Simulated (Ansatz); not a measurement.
**ZrTiO₄ (model structure, started from the ZrSiO4 type, I4₁/amd, No. 141, 12 atoms in the cell)**

Computed with PBEsol in Ansatz (PAW).

Settings: plane-wave cutoff 520 eV, 8×8×8 k mesh, Fermi–Dirac smearing 0.01 eV, no spin polarisation, scalar-relativistic PAW data made under PBE.

Cell (relaxed with PBEsol):

```
TiZrO4
1.0
   -3.39286     3.39286     3.17334
    3.39286    -3.39286     3.17334
    3.39286     3.39286    -3.17334
Zr Ti O
2 2 8
Direct
  0.00000   0.00000   0.00000
  0.75000   0.25000   0.50000
  0.50000   0.50000   0.00000
  0.25000   0.75000   0.50000
  0.11364   0.30718   0.80646
  0.05718   0.75073   0.69354
  0.50073   0.30718   0.19354
  0.05718   0.36364   0.30646
  0.63636   0.94282   0.69354
  0.69282   0.88636   0.19354
  0.24927   0.94282   0.30646
  0.69282   0.49927   0.80646
```

```json
{
 "band_gap": "3.47 eV"
}
```

Note: the relaxation could raise the start's symmetry but not lower it, so the cell can be a saddle point.

Spin–orbit coupling is not included.

Static lattice: no zero-point or thermal effects.

The result took about 80 core-seconds (a rough figure).

A model structure was made by putting elements into a prototype or built by hand; it is no filed structure, need not be a known phase, and can be a saddle point held by its symmetry.

Ansatz is an electronic-structure program.
